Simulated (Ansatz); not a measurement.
For YB (model structure, started from the rocksalt type, Fm-3m, No. 225, 2 atoms in the cell), PBEsol (Ansatz, an electronic-structure program, PAW) gives:

```
Quantity                    Value
-------------------  ------------
lattice parameter a       5.295 Å
bulk modulus             93.1 GPa
cohesive energy      5.33 eV/atom
```

Question: What does r²SCAN (Ansatz, plane waves, PAW) give for the same quantities?

Answer: 
- lattice constant a: 5.367 Å (rises by 1.4 %)
- bulk modulus: 89.5 GPa (shrinks by 3.9 %)
- cohesive energy: 4.88 eV/atom (falls by 0.45 eV/atom)

Changes are worked out from the printed values.

Unless a cell is named, each level is at its own relaxed cell (PBEsol 18.56, r²SCAN 19.32 Å³/atom).

The crystal itself was run without spin with PBEsol, r²SCAN; a magnetic state was not tried in these runs.

Caveats: the bulk modulus is −V dP/dV from two relaxed cells at ±2 % in volume (PBEsol, r²SCAN). Ansatz's density-functional and Hartree–Fock values are scalar-relativistic unless marked +SOC, with PAW data made under PBE.

A model structure was made by putting elements into a prototype or built by hand; it is no filed structure, need not be a known phase, and can be a saddle point held by its symmetry.
